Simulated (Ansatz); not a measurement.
Defect: Ge-vacancy pair (Ge on one host In site, one In site vacant) in zinc-blende InP, charge state -2. Calculation: PBE, PAW (plane waves to 420 eV; Ansatz, a first-principles code).

64-site cell at the relaxed PBE lattice, one k-point at (0.250, 0.250, 0.250), smearing 0.05 eV, spin-restricted, no finite-size correction. Energies are static. PBE gaps are too small, and in this host the defect's levels may merge with the bands. The charge state is imposed; whether it is stable for some Fermi level was not computed. Forms of the defect that were not tried may lie lower.

Barriers: single points on a 2×2×2 k-point mesh shifted by half a step at the bands' geometries (they differ from the bands' own by up to 0.08 eV, and are uncertain by about as much).

The step: one In atom jumps into the vacancy from a nearby In site (Ge-vacancy distance between ideal sites 4.21 Å throughout). Atoms about the jump, Cartesian Å from the middle of the jump, before and after:

| atom | x0 | y0 | z0 | x1 | y1 | z1 |
|---|---|---|---|---|---|---|
| In1 | -1.39 | -1.39 | 0.01 | 1.39 | 1.39 | -0.01 |
| P2 | 0.29 | 0.07 | -1.35 | -0.04 | -0.26 | -1.43 |
| P3 | -0.02 | -2.92 | 1.61 | -0.25 | -2.80 | 1.42 |
| P4 | -2.95 | 0.04 | 1.57 | -2.90 | -0.15 | 1.42 |
| P5 | 2.77 | 0.19 | 1.42 | 2.90 | 0.00 | 1.59 |
| P6 | 0.10 | 2.85 | 1.43 | -0.05 | 2.93 | 1.56 |
| In7 | 1.55 | -1.38 | 3.01 | 1.35 | -1.58 | 2.99 |
| In8 | -1.46 | 1.62 | 3.01 | -1.65 | 1.42 | 2.99 |
| Ge9 | 1.41 | -1.41 | -2.84 | 1.44 | -1.40 | -2.88 |

Problem. Give the saddle-point geometry and the barrier.

Solution. 
```csv
atom,x,y,z
In1,-0.19,-0.21,0.60
P2,-0.40,-0.60,-1.91
P3,0.03,-2.76,1.61
P4,-2.79,0.09,1.57
P5,2.68,0.01,1.51
P6,-0.04,2.78,1.51
In7,1.62,-1.55,3.24
In8,-1.60,1.68,3.21
Ge9,1.49,-1.46,-2.98
```
It lies 1.55 eV above the start and 1.55 eV above the end. The saddle point's order was not checked.
